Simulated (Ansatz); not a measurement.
The reference is GaSb in the zinc blende structure (space group F-43m, No. 216; a = 6.1115 Å).

Perturbation: every lattice vector is shortened by 1.61 %, atoms relaxed at fixed cell.

Levels (all Ansatz, a quantum-chemistry and plane-wave program, PAW): PBEsol (420 eV, no spin-orbit coupling); r2SCAN (500 eV, without spin-orbit coupling); HSE06 (420 eV, no spin-orbit coupling).

At the geometry relaxed with PBEsol, these levels gave the following band gaps, in shuffled order: (a) 0.35 eV, (b) 0.82 eV, (c) 1.16 eV.

**Question.** Match each gap to its level.

**Answer.** (a) PBEsol; (b) r2SCAN; (c) HSE06.

Single points use the geometry relaxed with PBEsol. With Sb present, leaving out spin-orbit coupling can change the band edges. The cells carry an imposed strain or load. Stability against distortions was not tested. All final runs are without spin polarisation.
